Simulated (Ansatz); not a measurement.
The parent structure is RuSb$_{2}$ (space group Pnnm, No. 58; a = 5.9572 Å, b = 6.6633 Å, c = 3.1762 Å).

Levels (all Ansatz, a program for electronic structure, PAW): PBEsol (420 eV, no spin-orbit coupling); r2SCAN (500 eV, no spin-orbit coupling).

The geometry is relaxed with PBEsol.

```
Item                   Result
--------------------  -------
PBEsol pressure       0.0 GPa
PBEsol band gap          zero
PBEsol gap character   absent
```

### Question
Predict the pressure, band gap and gap character from r2SCAN.

### Answer
The pressure goes from zero to 3.0 GPa; the band gap becomes 0.15 eV (PBEsol: zero); the gap character becomes indirect, R → Γ–Z (54 % along) (PBEsol: absent).

Single points use the geometry relaxed with PBEsol. Their cutoffs differ, which shifts pressures a little. Spin-orbit coupling, missing from the scalar runs, can matter with Sb. No phonon test of stability was made. The final runs are not spin-polarised. The zero or small gap of RuSb2 can change with the level of theory.
